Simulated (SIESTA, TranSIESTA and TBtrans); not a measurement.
Run with TranSIESTA and TBtrans (open boundaries, self-consistent; PseudoDojo norm-conserving potentials, scalar-relativistic): Spin polarized, PAO.BasisSize DZP, PAO.EnergyShift 0.15 eV, XC.Authors PBE, Mesh.Cutoff 200 Ry, ElectronicTemperature 300 K, TS.Voltage 0.0 eV, TBT.Elecs.Eta 0.001 eV.

Junction: Rh chain with one O atom inserted. Leads: straight Rh chain, spacing 2.185 Å. Geometry: 3 atoms about the centre moved by SIESTA (PBE, DZP) to a largest force of 0.04 eV/Å, all others as built, motion along the axis alone. Transport runs along z; the first 6 and the last 6 of the 21 atoms are the lead cells, repeated to infinity.

```xyz
21
Lattice="9.000 0.000 0.000 0.000 9.000 0.000 0.000 0.000 45.115" Properties=species:S:1:pos:R:3 pbc="F F T"
Rh     4.500     4.500     0.000
Rh     4.500     4.500     2.185
Rh     4.500     4.500     4.370
Rh     4.500     4.500     6.555
Rh     4.500     4.500     8.740
Rh     4.500     4.500    10.925
Rh     4.500     4.500    13.110
Rh     4.500     4.500    15.295
Rh     4.500     4.500    17.480
Rh     4.500     4.500    19.670
O      4.500     4.500    21.466
Rh     4.500     4.500    23.261
Rh     4.500     4.500    25.450
Rh     4.500     4.500    27.635
Rh     4.500     4.500    29.820
Rh     4.500     4.500    32.005
Rh     4.500     4.500    34.190
Rh     4.500     4.500    36.375
Rh     4.500     4.500    38.560
Rh     4.500     4.500    40.745
Rh     4.500     4.500    42.930
```
Starting moments (μB): atom 7 +1.5, atom 8 +1.5, atom 9 +1.5, atom 10 +1.5, atom 11 +0.5, atom 12 +1.5, atom 13 +1.5, atom 14 +1.5, atom 15 +1.5; lead atoms +1.5 (left) and +1.5 (right).

**Question.** Give the largest eigenchannel transmissions at the Fermi level (four at most) and the total.

**Answer.** Up: 0.93, 0.93, 0.90, 0.018 (total 2.77); down: 0.89, 0.89, 0.88, 0.018 (total 2.69). The magnetic order of the leads was set by the start, and no other order was tried; the separate lead runs end at 0.49 (left) and 0.49 (right) μB an atom. The straight chain is held at its spacing; free chains may zigzag or dimerise.
